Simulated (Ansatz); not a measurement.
**Rutile MgH2**

Calculation: r²SCAN (Ansatz, a quantum-chemistry and plane-wave program, plane waves, PAW).

Numerical settings: plane-wave cutoff 600 eV, 6×6×8 k mesh (along the axes of the cell as run), scalar-relativistic PAW data made under PBE.

Cell: measured lattice: a = b = 4.5010 Å, c = 3.0100 Å, α = β = γ = 90.00°.

```json
{
  "elastic constant C11": "74.6 GPa",
  "elastic constant C12": "35.5 GPa",
  "elastic constant C13": "27.4 GPa",
  "elastic constant C33": "136 GPa",
  "elastic constant C44": "39.8 GPa",
  "elastic constant C66": "53.6 GPa",
  "Voigt–Reuss–Hill bulk modulus": "50.6 GPa",
  "Voigt–Reuss–Hill shear modulus (Hill average)": "37.3 GPa",
  "young_modulus": "89.9 GPa",
  "poisson_ratio": "0.204"
}
```

Note: the cell isn't this level's own, so it is under some stress, which shifts stiffness and frequencies.

Elastic constants are with the ions relaxed.

The computed numbers hold no vibrational or temperature effects.
